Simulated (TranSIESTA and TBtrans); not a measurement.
Device: benzophenone-4,4'-diyl held by thiolate S between the apex atoms of two Al(100) rods. Leads: fcc Al rod along [100], layers of 5 and 4 atoms, a = 4.04 Å. Geometry: as built, not relaxed. Transport runs along z; the first 18 and the last 18 of the 93 atoms are the lead cells, repeated to infinity.

```xyz
93
Lattice="14.213 0.000 0.000 0.000 14.213 0.000 0.000 0.000 44.978" Properties=species:S:1:pos:R:3 pbc="F F T"
Al     7.107     7.107     0.000
Al     9.963     7.107     0.000
Al     7.107     9.963     0.000
Al     4.250     7.107     0.000
Al     7.107     4.250     0.000
Al     8.535     8.535     2.020
Al     5.678     8.535     2.020
Al     8.535     5.678     2.020
Al     5.678     5.678     2.020
Al     7.107     7.107     4.040
Al     9.963     7.107     4.040
Al     7.107     9.963     4.040
Al     4.250     7.107     4.040
Al     7.107     4.250     4.040
Al     8.535     8.535     6.060
Al     5.678     8.535     6.060
Al     8.535     5.678     6.060
Al     5.678     5.678     6.060
Al     7.107     7.107     8.080
Al     9.963     7.107     8.080
Al     7.107     9.963     8.080
Al     4.250     7.107     8.080
Al     7.107     4.250     8.080
Al     8.535     8.535    10.100
Al     5.678     8.535    10.100
Al     8.535     5.678    10.100
Al     5.678     5.678    10.100
Al     7.107     7.107    12.120
Al     9.963     7.107    12.120
Al     7.107     9.963    12.120
Al     4.250     7.107    12.120
Al     7.107     4.250    12.120
Al     8.535     8.535    14.140
Al     5.678     8.535    14.140
Al     8.535     5.678    14.140
Al     5.678     5.678    14.140
Al     7.107     7.107    16.160
S      5.158     7.029    17.379
C      6.036     6.619    18.884
C      6.495     7.636    19.727
C      7.181     7.317    20.903
C      7.406     5.973    21.255
C      6.955     4.959    20.392
C      6.269     5.281    19.217
C      8.148     5.621    22.489
O      8.872     4.588    22.489
C      8.070     6.439    23.724
C      9.178     6.517    24.587
C      9.109     7.272    25.762
C      7.931     7.947    26.094
S      7.844     8.912    27.599
C      6.818     7.863    25.251
C      6.883     7.109    24.076
H      6.327     8.674    19.470
H      7.548     8.121    21.528
H      7.123     3.916    20.633
H      5.920     4.489    18.566
H     10.100     6.003    24.346
H      9.972     7.329    26.412
H      5.900     8.375    25.509
H      6.002     7.038    23.450
Al     7.107     7.107    28.818
Al     8.535     8.535    30.838
Al     5.678     8.535    30.838
Al     8.535     5.678    30.838
Al     5.678     5.678    30.838
Al     7.107     7.107    32.858
Al     9.963     7.107    32.858
Al     7.107     9.963    32.858
Al     4.250     7.107    32.858
Al     7.107     4.250    32.858
Al     8.535     8.535    34.878
Al     5.678     8.535    34.878
Al     8.535     5.678    34.878
Al     5.678     5.678    34.878
Al     7.107     7.107    36.898
Al     9.963     7.107    36.898
Al     7.107     9.963    36.898
Al     4.250     7.107    36.898
Al     7.107     4.250    36.898
Al     8.535     8.535    38.918
Al     5.678     8.535    38.918
Al     8.535     5.678    38.918
Al     5.678     5.678    38.918
Al     7.107     7.107    40.938
Al     9.963     7.107    40.938
Al     7.107     9.963    40.938
Al     4.250     7.107    40.938
Al     7.107     4.250    40.938
Al     8.535     8.535    42.958
Al     5.678     8.535    42.958
Al     8.535     5.678    42.958
Al     5.678     5.678    42.958
```

Run with TranSIESTA and TBtrans (open boundaries, self-consistent; PseudoDojo norm-conserving potentials, scalar-relativistic): PAO.BasisSize SZP, PAO.EnergyShift 0.15 eV, XC.Authors PBE, Mesh.Cutoff 150 Ry, ElectronicTemperature 300 K, TS.Voltage 0.0 eV, TBT.Elecs.Eta 0.001 eV, no spin polarisation.

Energies count from the leads' Fermi level. Transmissions are for one spin of a degenerate pair. The energy step is 0.02 eV; narrower resonances are cut or missed.

| E (eV) | T |
|---|---|
| -0.20 | 0.000121 |
| -0.16 | 0.000113 |
| -0.12 | 0.000115 |
| -0.08 | 0.000134 |
| -0.04 | 0.000186 |
| 0.00 | 0.000320 |
| 0.04 | 0.000944 |
| 0.08 | 0.00170 |
| 0.12 | 0.00234 |
| 0.16 | 0.00311 |
| 0.20 | 0.00409 |

Question: Give the zero-bias conductance in μS and the resistance at 300 K.

Answer: At the Fermi level T = 0.000320. Averaged with −∂f/∂E over the full grid (kT = 25.9 meV) it is 0.000533, well away from the value at one energy, as T changes fast within a few kT. With G0 = 2e²/h = 77.48 μS, G = 0.0413 μS and R = 1/G = 24200 kΩ.

Question: Estimate the thermopower by Mott's formula S = −(π²/3)(kB²T/e) d ln T/dE from the rows at -0.04 and 0.04 eV.

Answer: d ln T/dE = 20.3 eV⁻¹ and (π²/3) kB²T/e = 7.33 μV/K · eV, so S = -150 μV/K; the full integral gives -130 μV/K. A negative sign means that T rises with energy over the thermal window.

The leads' channel count changes near 0.03 eV, within the thermal window, so values at the Fermi level hang on where that band edge falls. Semilocal functionals put molecular levels too close to the Fermi level and tend to overestimate such conductances.
